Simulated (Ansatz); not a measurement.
## Response to strain in AlN

Base system: AlN in the wurtzite structure (space group P6_3mc, No. 186; a = 3.089 Å, c = 4.943 Å). Axes: x lies along a and z along c of the hexagonal cell.

Strains are applied to the cell and any free atomic positions relax.

The values are results of plane-wave PAW DFT at the LDA level (Ansatz, a program for electronic structure, 420 eV), without spin-orbit coupling, not measurements.

Notes on the quantities. energy relative to the base: free energy F; pressure: mean of the normal stresses, compression positive.

```json
[
 {"change": "base", "band gap": "4.42 eV", "energy relative to the base": "0 meV/atom", "volume per atom": "10.21 Å³", "pressure": "-0.01 GPa"},
 {"change": "uniaxial strain ε_xx = +0.60 %", "band gap": "…", "energy relative to the base": "…", "volume per atom": "10.27 Å³", "pressure": "…"},
 {"change": "uniaxial strain ε_xx = +1.20 %", "band gap": "4.28 eV", "energy relative to the base": "+1.8 meV/atom", "volume per atom": "10.33 Å³", "pressure": "-2.55 GPa"},
 {"change": "uniaxial strain ε_xx = +1.80 %", "band gap": "4.21 eV", "energy relative to the base": "+4.0 meV/atom", "volume per atom": "10.39 Å³", "pressure": "-3.77 GPa"},
 {"change": "uniaxial strain ε_xx = +2.40 %", "band gap": "4.14 eV", "energy relative to the base": "+7.0 meV/atom", "volume per atom": "10.46 Å³", "pressure": "-4.96 GPa"},
 {"change": "uniaxial strain ε_xx = +3.00 %", "band gap": "4.07 eV", "energy relative to the base": "+11 meV/atom", "volume per atom": "10.52 Å³", "pressure": "-6.12 GPa"}
]
```

Question: What belongs in the blanks?

Answer: 
- uniaxial strain ε_xx = +0.60 %, band gap: 4.35 eV
- uniaxial strain ε_xx = +0.60 %, energy relative to the base: +0.5 meV/atom
- uniaxial strain ε_xx = +0.60 %, pressure: -1.29 GPa

No phonon test of stability was made.
